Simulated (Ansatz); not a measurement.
KTaO3: pressure −1 GPa

Consider KTaO₃ in the cubic perovskite structure (space group Pm-3m, No. 221; a = 4.023 Å).

Modification: hydrostatic tension (pressure −1 GPa).

The values are results of PBE (Ansatz, a first-principles code), no SOC, earlier PAW set, not measurements. Settings: 8×8×8 k-points, 0.05 eV Fermi–Dirac smearing.

- Lattice parameter a: 4.030 Å (base 4.023 Å)
- Enthalpy H = E + PV relative to the base's energy: -0.08 eV/atom
- Band gap: 2.16 eV (base 2.17 eV)
- Gap character: indirect, R → Γ (base indirect, R → Γ)
- Width of the top valence band: 1.08 eV (base 1.08 eV)

Final structure:

```xyz
5
Lattice="4.0303 0.0000 0.0000 0.0000 4.0303 0.0000 0.0000 0.0000 4.0303" Properties=species:S:1:pos:R:3 pbc="T T T"
K      0.0000     0.0000     0.0000
Ta     2.0151     2.0151     2.0151
O      0.0000     2.0151     2.0151
O      2.0151     2.0151     0.0000
O      2.0151     0.0000     2.0151
```

With Ta present, leaving out spin-orbit coupling can change the band edges. Load acts through the strain it causes; cell and atoms are relaxed under it. Whether these cells are dynamically stable was not tested.
